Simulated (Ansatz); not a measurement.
**Carrier properties of SiC (F-43m)**

```
CSi
1.0
    0.00000     2.18510     2.18510
    2.18510     0.00000     2.18510
    2.18510     2.18510     0.00000
Si C
1 1
Direct
  0.25000   0.25000   0.25000
  0.00000   0.00000   0.00000
```

All values below come from PBEsol, rigid bands (plane waves, PAW, scalar-relativistic; Ansatz, an electronic-structure program). Condition of this run: hydrostatic pressure -2 GPa (the target of the relaxation). Geometry: cell and atoms relaxed with PBEsol, then loaded as said.

| Quantity | Value |
|---|---|
| band gap | 1.25 eV |
| electron conductivity mass (300 K, dilute) | 0.30 mₑ |
| hole conductivity mass (300 K, dilute) | 0.68 mₑ |
| effective density of states N_c (300 K) | 1.4e19 cm⁻³ |
| effective density of states N_v (300 K) | 1.6e20 cm⁻³ |
| density-of-states mass, electrons | 0.69 mₑ |
| density-of-states mass, holes | 3.4 mₑ |
| Seebeck coefficient, n-type 1e19 cm⁻³, 300 K | -249 μV/K |
| best n-type power factor at 300 K for τ = 10 fs (best axis; densities from 1e16 to 1e21 cm⁻³ tried, whether or not they can be reached) | 7.7 μW/(cm·K²) at 3e19 cm⁻³ |
| Seebeck coefficient, p-type 1e19 cm⁻³, 300 K | 441 μV/K |
| best p-type power factor at 300 K for τ = 10 fs (best axis; densities from 1e16 to 1e21 cm⁻³ tried, whether or not they can be reached) | 31 μW/(cm·K²) at 3e20 cm⁻³ |

Rigid bands; masses and Seebeck coefficients take one relaxation time τ for all states and one kind of carrier; polarons and phonon drag are left out. Spin-orbit coupling is left out; where it splits the top of the valence band, N_v and the p-type Seebeck coefficient come out somewhat high without it.
